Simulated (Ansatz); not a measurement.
VSi (model structure, started from the WC type, P-6m2, No. 187, 2 atoms in the cell): c axis length by level of theory

No measured value is used here.

```json
[
 {"level (code)": "PBE (Ansatz)", "value (Å)": "3.899"},
 {"level (code)": "PBEsol (Ansatz)", "value (Å)": "3.877"},
 {"level (code)": "PBE-D3(BJ) (Ansatz)", "value (Å)": "3.880"},
 {"level (code)": "r²SCAN (Ansatz)", "value (Å)": "3.898"}
]
```

PBE, PBEsol, PBE-D3(BJ), r²SCAN: the starting moments vanished in the run, and other orders were not tried. Ansatz's density-functional and Hartree–Fock values are scalar-relativistic unless marked +SOC, with PAW data made under PBE.

A model structure was made by putting elements into a prototype or built by hand; it is no filed structure, need not be a known phase, and can be a saddle point held by its symmetry.

Ansatz is a program for electronic structure.
